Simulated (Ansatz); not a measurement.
White tin (β-Sn) was calculated with PBE in Ansatz (plane waves, PAW).

Run with plane-wave cutoff 520 eV, 20×20×20 k mesh, Fermi–Dirac smearing 0.05 eV, scalar-relativistic PAW data made under PBE.

Computed at the level's own relaxed cell.

Question: Estimate the pressure derivative B′ of the bulk modulus, lattice constant a and volume per atom that the calculation returns.

Answer: 
* **pressure derivative B′ of the bulk modulus**: 4.9
* **lattice constant a**: 5.946 Å
* **volume per atom**: 28.41 Å³/atom

The run finds no gap.

Measured, for comparison: lattice constant a 5.831 Å (293 K, not corrected to a static lattice; as tabulated in Wikipedia's data pages). Computed (rounded) less measured: lattice constant a +2.0 %.

Note: the bulk modulus comes from volumes at which shape and atoms were relaxed.

Spin–orbit coupling is not included.

The computed numbers hold no vibrational or temperature effects.

The result took about 15 core-minutes (a rough figure).

Ansatz is a program for electronic structure.
